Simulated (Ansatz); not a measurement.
Take NiSi2 (space group Fm-3m, No. 225; a = 5.444 Å; non-magnetic) as the base.

Computed with PBE (Ansatz, a program for electronic structure; PAW; 420 eV plane waves; scalar-relativistic without spin-orbit coupling), earlier PAW set.

Before the change:

```
Item                   Value
-------------------  -------
Lattice parameter a  5.444 Å
Band gap                zero
```

One thing is altered: a hydrostatic pressure of 7.5 GPa.

Task: Estimate the effect on the lattice parameter a and band gap.

Result: The lattice parameter a drops by 0.082 Å, from 5.444 Å to 5.362 Å; the band gap stays zero.

Load acts through the strain it causes; cell and atoms are relaxed under it. No phonon test of stability was made. No other phases were tried under pressure. Starting moments died away, wholly or in part, for the base; another magnetic solution may exist. The final runs are not spin-polarised.
